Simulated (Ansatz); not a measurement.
Band structure of Ru₃W (P6_3/mmc, 8 atoms in the cell).

```
Ru3W
1.0
    5.48625     0.00000     0.00000
   -2.74313     4.75124     0.00000
    0.00000     0.00000     4.36588
Ru W
6 2
Direct
  0.16631   0.33263   0.25000
  0.83369   0.66737   0.75000
  0.83369   0.16631   0.75000
  0.16631   0.83369   0.25000
  0.66737   0.83369   0.25000
  0.33263   0.16631   0.75000
  0.33333   0.66667   0.75000
  0.66667   0.33333   0.25000
```

Method of the run: LDA (PW92), PAW files made with PBE (plane waves; Ansatz, a quantum-chemistry and plane-wave program).

Settings: basis.ecutwfc = 420 eV; kpoints.mp_grid.grid = 4 4 5; hamiltonian.xc = lda; hamiltonian.pseudopotentials = {kind: paw} (an earlier, softer set of the program's PAW files); scf.occupations.method = gaussian; scf.occupations.width = 0.136 eV; kpoints.band_path.npoints = 8.

The starting cell comes from a database of computed structures (which also holds hypothetical and non-ambient phases and stackings), without a prior relaxation at this level. Its lattice was rescaled by a random factor within 2.5 % of one. Spin-orbit coupling is off. Spin polarisation is off.

Levels in eV from the Fermi level, bands 60 to 67:
| point | 60 | 61 | 62 | 63 | 64 | 65 | 66 | 67 |
|---|---|---|---|---|---|---|---|---|
| Γ | -0.68 | -0.68 | -0.34 | 1.39 | 1.62 | 2.00 | 2.02 | 2.42 |
| M | -0.56 | -0.48 | -0.37 | -0.18 | 0.18 | 0.73 | 0.76 | 1.28 |
| K | -0.38 | -0.35 | -0.35 | -0.21 | 0.37 | 0.37 | 1.67 | 1.68 |
| A | 0.70 | 0.70 | 0.70 | 1.52 | 1.52 | 1.72 | 1.72 | 1.72 |
| L | -1.10 | -0.49 | -0.49 | -0.42 | -0.42 | 1.05 | 1.05 | 1.83 |
| H | -0.74 | -0.60 | -0.60 | -0.31 | -0.31 | 1.32 | 1.32 | 2.05 |

Bands cross the Fermi level along this path, so the cell is metallic at this level.

Keys are those of Ansatz 0.2.
